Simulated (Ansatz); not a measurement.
# Pressure series in GeSb2Te4

Consider GeSb$_{2}$Te$_{4}$ (space group R-3m, No. 166).

```
CELL_PARAMETERS angstrom
      2.12419     1.22640    13.39837
     -2.12419     1.22640    13.39837
      0.00000    -2.45280    13.39837
ATOMIC_POSITIONS crystal
  Ge 0.00000 0.00000 0.00000
  Sb 0.42437 0.42437 0.42437
  Sb 0.57563 0.57563 0.57563
  Te 0.13386 0.13386 0.13386
  Te 0.86614 0.86614 0.86614
  Te 0.29186 0.29186 0.29186
  Te 0.70814 0.70814 0.70814
```

Cell and atoms are relaxed at each pressure.

Computed with PBE-D3(BJ) in Ansatz (plane waves to 420 eV, PAW, without spin-orbit coupling), earlier PAW set.

```json
[
 {"variant": "base", "density": "6.55 g/cm³", "c/a ratio": "9.461"},
 {"variant": "pressure 0.9 GPa", "density": "6.68 g/cm³", "c/a ratio": "9.442"},
 {"variant": "pressure 2.1 GPa", "density": "6.84 g/cm³", "c/a ratio": "9.422"},
 {"variant": "pressure 4.5 GPa", "density": "7.12 g/cm³", "c/a ratio": "9.431"},
 {"variant": "pressure 9 GPa", "density": "7.57 g/cm³", "c/a ratio": "9.698"}
]
```

A case with no gap was solved on a k-mesh chosen for an insulator, which is coarse for it. Load acts through the strain it causes; cell and atoms are relaxed under it. No phonon test of stability was made. No other phases were tried under pressure. All final runs are without spin polarisation. The program warned that a D3 coordination switch lies within reach, so dispersion energies are less smooth here.

Ansatz is a quantum-chemistry and plane-wave program.
